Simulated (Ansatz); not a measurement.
The reference is CrCuO2 (space group R-3m, No. 166; a = 3.0127 Å, c = 17.1117 Å (hexagonal axes); ferromagnetic). Axes: x lies along a and z along c of the hexagonal cell.

The values are results of DFT with PBE, PAW potentials and a 420 eV plane-wave cutoff in Ansatz (a first-principles code), no SOC, not measurements.

The change: the cell is scaled by 0.9864 in all directions, atoms relaxed at fixed cell.

Task: Predict the stress tensor and what it implies for the stiffness.

Result: Stress of the strained cell less that of the base (GPa, compression positive):
```
    6.4     0.0     0.0
    0.0     6.4     0.0
    0.0     0.0    10.1
```

Then B = −ΔP/(ΔV/V₀) with ΔV/V₀ = -0.0402 gives secant stiffness values (nonlinear terms included at this strain): B (at held cell shape, above the free-shape value) ≈ 190 GPa.

As a check, the harmonic strain energy −½ V₀ Δσ:ε is 11 meV/atom; the computed energy rise is 10 meV/atom.

Whether these cells are dynamically stable was not tested. No Hubbard U is applied and the magnetic state is the run's own (CrCuO2 ferromagnetic); other magnetic orders, which need larger cells, were not tried and can change the gap.
